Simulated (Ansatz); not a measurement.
Amorphous Al30O42, 72 atoms at 3.17 g/cm³, one PBE-relaxed geometry, zone centre. Methods: PBE, scalar-relativistic without spin-orbit coupling (Ansatz, an electronic-structure program); r2SCAN, scalar-relativistic without spin-orbit coupling (Ansatz); HSE06, scalar-relativistic without spin-orbit coupling (Ansatz). Plane waves to 420 eV (r2SCAN 500 eV); exact exchange is cut at the cell's faces. The usual formal charges leave 6 electrons over, so the level spacing at the Fermi energy parts defect or band states and needn't be the band gap. At PBE the levels at the filled edge of the gap are localised (band-tail or defect states), and the nearest spread-out levels lie 1.8 eV apart at the zone centre. All rungs ran without spin polarisation.

A CHGNet melt-quench gave the starting glass, which DFT then relaxed. O atoms were pushed apart under 1.9 Å during the dynamics, to hinder bonds among them. The hot cell started wider than the set density and was brought back towards it in steps. It is the lowest in DFT energy of 2 quenches. It is a model cell: composition and starting density were chosen by hand, and all elements were melted together. No dispersion term was used. Its density started from a set value of 3.15 and ended at 3.17 g/cm³. The quench (nominally 410 K/ps over its main leg) was far faster than any real one, so the model tends to hold more defects than a real film. One small periodic cell is one sample of the glass; other quenches scatter about these values. The volume was free in the relaxation, at fixed shape. Stress components on the final sampling reach 3.9 GPa. On a 2×2×2 Γ-centred mesh force components of up to 0.14 eV/Å stay, since the relaxation ran on the zone centre alone.

The relaxation ran on the zone centre alone. At PBE the level spacing at the Fermi energy is 0.87 eV on a 2×2×2 Γ-centred mesh, and the spacing at the zone centre alone 0.94 eV.

Problem. What zone-centre spacing does r2SCAN give, roughly?

Solution. 1.18 eV (+0.25 eV against PBE).

Problem. What zone-centre spacing does HSE06 give, roughly?

Solution. 1.72 eV (+0.78 eV against PBE).

The highest filled and the lowest empty state spread over these numbers of atoms (participation numbers): PBE: 9.9 and 43.2; r2SCAN: 9.2 and 41.3; HSE06: 8.9 and 42.9.
